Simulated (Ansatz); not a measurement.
# ZrGeS, pressure series

The parent structure is ZrGeS (space group P4/nmm, No. 129; a = 3.602 Å, c = 7.988 Å).

Cell and atoms are relaxed at each pressure.

All numbers come from PBEsol (Ansatz, a first-principles code), spin-orbit coupling left out.

Notes on the quantities. enthalpy: H = E + PV relative to the base's energy.

```
case              shortest interatomic distance       enthalpy
----------------  -----------------------------  -------------
base                                    2.547 Å              –
pressure 0.3 GPa                              ?  +0.03 eV/atom
pressure 0.7 GPa                              ?  +0.08 eV/atom
pressure 1.5 GPa                        2.538 Å  +0.16 eV/atom
pressure 3 GPa                          2.529 Å  +0.32 eV/atom
pressure 5 GPa                                ?  +0.53 eV/atom
pressure 7.5 GPa                        2.504 Å  +0.79 eV/atom
pressure 10 GPa                         2.492 Å  +1.04 eV/atom
```

**Question.** Fill in the withheld entries from the trend.

**Answer.** 
- pressure 0.3 GPa, shortest interatomic distance: 2.545 Å
- pressure 0.7 GPa, shortest interatomic distance: 2.542 Å
- pressure 5 GPa, shortest interatomic distance: 2.518 Å

Load acts through the strain it causes; cell and atoms are relaxed under it. Whether these cells are dynamically stable was not tested. No other phases were tried under pressure. The final runs are not spin-polarised.
